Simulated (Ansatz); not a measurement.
End structure of a constructed model of the (111)B surface of 3C silicon carbide, C-terminated, (√3x√3)R30° Sn adatom at T4 (bottom of the slab: 3 H on 3 bottom sites):

```
CELL_PARAMETERS angstrom
      4.64569     2.68219     0.00000
     -4.64569     2.68219     0.00000
      0.00000     0.00000    28.00000
ATOMIC_POSITIONS crystal
  Si 0.00000 0.33333 0.34453
  Si 0.33333 0.00000 0.34453
  Si 0.66667 0.66667 0.34453
  C  0.00000 0.66667 0.36711
  C  0.33333 0.33333 0.36711
  C  0.66667 0.00000 0.36711
  Si 0.00000 0.66605 0.43484
  Si 0.33272 0.33333 0.43484
  Si 0.66728 0.00061 0.43484
  C  0.00000 0.99823 0.45723
  C  0.33511 0.66844 0.45723
  C  0.66489 0.33333 0.45723
  Si 0.00000 0.99356 0.52534
  Si 0.33977 0.67310 0.52534
  Si 0.66023 0.33333 0.52534
  C  0.00000 0.33333 0.54283
  C  0.33333 0.00000 0.54928
  C  0.66667 0.66667 0.54928
  Si 0.00000 0.33333 0.60865
  Si 0.33333 0.00000 0.62053
  Si 0.66667 0.66667 0.62053
  C  0.00000 0.65147 0.63721
  C  0.31814 0.33333 0.63721
  C  0.68186 0.01519 0.63721
  H  0.00000 0.33333 0.29095
  H  0.33333 0.00000 0.29096
  H  0.66667 0.66667 0.29096
  Sn 0.00000 0.33334 0.69836
```

Model: 28-atom slab, 11.7 Å thick at the start with caps and adatoms (thin: gaps and levels are the slab's own), 6x6x1 mesh, Fermi-Dirac 0.025 eV, dipole correction, single point; on the structure that PBE left under its start's symmetry; spin-polarised, ending with about 1.0 μB a cell; orders that need a larger cell were not tried, no spin-orbit, no U. The program's check for a lower electronic state was not made. In PBE it lies 0.04 eV a 1x1 cell over the lowest computed structure of the same composition ((√3x√3)R30° Sn adatom at H3).

Predict the highest filled level below the top vacuum level from r2SCAN, at the PBE geometry and the start's symmetry run with Ansatz (a first-principles code).

4.73 eV

Predict the gap of the slab on its k-mesh from r2SCAN, at the PBE geometry and the start's symmetry.

0.31 eV
